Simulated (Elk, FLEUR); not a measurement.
An Elk input for a self-consistent single point of LaZnGa (P6_3/mmc, 6 atoms in the cell) (DFT, PBEsol, all-electron FP-LAPW, Elk's shipped species files, default APW+lo basis):

```
tasks
  0

xctype
  22

rgkmax
  7.0

rmtscf
  0.96

stype
  0

swidth
  0.00367493

avec
    8.3189877193   -0.0000003491    0.0000000000
   -4.1594935573    7.2044548732    0.0000000000
    0.0000000000    0.0000000000   14.9026410010

atoms
  3   : nspecies
  'La.in'   : spfname
  2   : natoms; atposl, bfcmt below
  0.0000000000  0.0000000000  0.5000000000    0.0 0.0 0.0
  0.0000000000  0.0000000000  0.0000000000    0.0 0.0 0.0
  'Zn.in'   : spfname
  2   : natoms; atposl, bfcmt below
  0.3333333333  0.6666666667  0.7500000000    0.0 0.0 0.0
  0.6666666667  0.3333333333  0.2500000000    0.0 0.0 0.0
  'Ga.in'   : spfname
  2   : natoms; atposl, bfcmt below
  0.3333333333  0.6666666667  0.2500000000    0.0 0.0 0.0
  0.6666666667  0.3333333333  0.7500000000    0.0 0.0 0.0

ngridk
  6 6 3
```

Question: Translate this input to FLEUR.

Answer: This is the input that was run; spellings and numerical settings could be chosen otherwise.

Input of the input generator:

```
scf LaZnGa
&input film=f /
4.4022187188 -0.0000001848 0.0000000000
-2.2011091994 3.8124333359 0.0000000000
0.0000000000 0.0000000000 7.8861380000
1.8897261246
1.0 1.0 1.0

6
57 0.0000000000 0.0000000000 0.5000000000
57 0.0000000000 0.0000000000 0.0000000000
30 0.3333333333 0.6666666667 0.7500000000
30 0.6666666667 0.3333333333 0.2500000000
31 0.3333333333 0.6666666667 0.2500000000
31 0.6666666667 0.3333333333 0.7500000000

&comp jspins=1 /
&exco xctyp='PBEs' /
&kpt div1=6 div2=6 div3=3 gamma=t /
&end /
```

```xml
<?xml version="1.0" encoding="UTF-8" standalone="no"?>
<fleurInput fleurInputVersion="0.39">
   <comment>
      scf LaZnGa                                                                                          
   </comment>
   <calculationSetup>
      <cutoffs Kmax="3.8" Gmax="13.3" GmaxXC="13.3" numbands="0"/>
      <scfLoop itmax="60" minDistance="0.00001" maxIterBroyd="40" imix="Anderson" alpha="0.05" precondParam="0.0" spinf="2.0"/>
      <coreElectrons ctail="T" frcor="F" kcrel="0" coretail_lmax="0"/>
      <xcFunctional name="PBEs" relativisticCorrections="F"/>
      <magnetism jspins="1"/>
      <soc l_soc="F" theta="0.0" phi="0.0" spav="F"/>
      <expertModes spex="0" secvar="F"/>
      <geometryOptimization l_f="T" forcealpha="1.0" forcemix="BFGS" epsdisp="0.00001" epsforce="0.00001"/>
      <ldaU l_linMix="F" mixParam="0.05" spinf="1.0"/>
   </calculationSetup>
   <cell>
      <bzIntegration valenceElectrons="72.0" mode="gauss" fermiSmearingEnergy="0.00367493">
         <kPointListSelection listName="default-1"/>
         <!-- k-points included here -->
         <xi:include xmlns:xi="http://www.w3.org/2001/XInclude" href="kpts.xml"> </xi:include>
      </bzIntegration>
      <!-- symmetry operations included here -->
      <xi:include xmlns:xi="http://www.w3.org/2001/XInclude" href="sym.xml"> </xi:include>
      <bulkLattice scale="1.0">
         <bravaisMatrix>
            <row-1>    8.3189877191195016    -0.0000003492213878     0.0000000000000000</row-1>
            <row-2>   -4.1594935572035698     7.2044548731461573     0.0000000000000000</row-2>
            <row-3>    0.0000000000000000     0.0000000000000000    14.9026410008007932</row-3>
         </bravaisMatrix>
      </bulkLattice>
   </cell>
   <atomSpecies>
      <species name="Lanthanum (La)" element="La" atomicNumber="57">
         <mtSphere radius="2.63" gridPoints="925" logIncrement="0.014"/>
         <atomicCutoffs lmax="10" lnonsphr="8"/>
         <electronConfig flipSpins="F">
            <coreConfig>(1s1/2) (2s1/2) (2p1/2) (2p3/2) (3s1/2) (3p1/2) (3p3/2) (4s1/2) (3d3/2) (3d5/2) (4p1/2) (4p3/2) (4d3/2) (4d5/2)</coreConfig>
            <valenceConfig>(5s1/2) (5p1/2) (5p3/2) (6s1/2) (5d3/2) (5d5/2)</valenceConfig>
            <stateOccupation state="(5d3/2)" spinUp="0.2" spinDown="0.2"/>
            <stateOccupation state="(5d5/2)" spinUp="0.3" spinDown="0.3"/>
         </electronConfig>
         <energyParameters s="6" p="6" d="5" f="4"/>
         <lo type="SCLO" l="0" n="5" eDeriv="0"/>
         <lo type="SCLO" l="1" n="5" eDeriv="0"/>
      </species>
      <species name="Zinc (Zn)" element="Zn" atomicNumber="30">
         <mtSphere radius="2.24" gridPoints="791" logIncrement="0.016"/>
         <atomicCutoffs lmax="8" lnonsphr="6"/>
         <electronConfig flipSpins="F">
            <coreConfig>(1s1/2) (2s1/2) (2p1/2) (2p3/2) (3s1/2) (3p1/2) (3p3/2)</coreConfig>
            <valenceConfig>(4s1/2) (3d3/2) (3d5/2)</valenceConfig>
         </electronConfig>
         <energyParameters s="4" p="4" d="3" f="4"/>
         <lo type="HELO" l="2" n="4" eDeriv="0"/>
      </species>
      <species name="Gallium (Ga)" element="Ga" atomicNumber="31">
         <mtSphere radius="2.24" gridPoints="791" logIncrement="0.016"/>
         <atomicCutoffs lmax="8" lnonsphr="6"/>
         <electronConfig flipSpins="F">
            <coreConfig>(1s1/2) (2s1/2) (2p1/2) (2p3/2) (3s1/2) (3p1/2) (3p3/2)</coreConfig>
            <valenceConfig>(4s1/2) (3d3/2) (3d5/2) (4p1/2) (4p3/2)</valenceConfig>
            <stateOccupation state="(4p1/2)" spinUp="0.1666666666667" spinDown="0.1666666666667"/>
            <stateOccupation state="(4p3/2)" spinUp="0.3333333333333" spinDown="0.3333333333333"/>
         </electronConfig>
         <energyParameters s="4" p="4" d="3" f="4"/>
         <lo type="HELO" l="2" n="4" eDeriv="0"/>
      </species>
   </atomSpecies>
   <atomGroups>
      <atomGroup species="Lanthanum (La)">
         <relPos label="                   1">.0000000000 .0000000000 1.000/2.000</relPos>
         <relPos label="                   2">.0000000000 .0000000000 .0000000000</relPos>
         <force calculate="T" relaxXYZ="TTT"/>
      </atomGroup>
      <atomGroup species="Zinc (Zn)">
         <relPos label="                   3">1.000/3.000 -1.000/3.000 -1.000/4.000</relPos>
         <relPos label="                   4">-1.000/3.000 1.000/3.000 1.000/4.000</relPos>
         <force calculate="T" relaxXYZ="TTT"/>
      </atomGroup>
      <atomGroup species="Gallium (Ga)">
         <relPos label="                   5">1.000/3.000 -1.000/3.000 1.000/4.000</relPos>
         <relPos label="                   6">-1.000/3.000 1.000/3.000 -1.000/4.000</relPos>
         <force calculate="T" relaxXYZ="TTT"/>
      </atomGroup>
   </atomGroups>
   <output dos="F" band="F" slice="F">
      <checks vchk="F" cdinf="F"/>
      <bandDOS minEnergy="-.5*Htr" maxEnergy="0.5*Htr" sigma="0.015" storeEVData="T"/>
      <vacuumDOS vacdos="F" integ="F" star="F" nstars="0" locx1="0.0" locy1="0.0" locx2="0.0" locy2="0.0" nstm="0" tworkf="0.0"/>
      <unfoldingBand unfoldBand="F" supercellX="1" supercellY="1" supercellZ="1"/>
      <plotting iplot="0" polar="F">
         <plot TwoD="T" vec1="  1.0  0.0  0.0" vec2="  0.0  1.0  0.0" vec3="  0.0  0.0  1.0" zero="  0.0  0.0  0.0" file="plot"/>
      </plotting>
      <chargeDensitySlicing numkpt="0" minEigenval="0.0" maxEigenval="0.0" nnne="0" pallst="F"/>
      <specialOutput eonly="F"/>
      <magneticCircularDichroism mcd="F" energyLo="-10.0" energyUp="0.0"/>
   </output>
  <!-- We include the file relax.xml here to enable relaxations (see documentation) -->
  <xi:include xmlns:xi="http://www.w3.org/2001/XInclude" href="relax.xml"> <xi:fallback/> </xi:include>
</fleurInput>
```

Basis, cutoffs, solver keys and any potentials are the target program's own. This input uses DFT, PBEsol, all-electron FLAPW (FLEUR), scalar-relativistic valence.

The starting cell comes from a database of computed structures (which also holds hypothetical and non-ambient phases and stackings), without a prior relaxation at this level. For this run, on top of that: lattice scaled by 0.98.
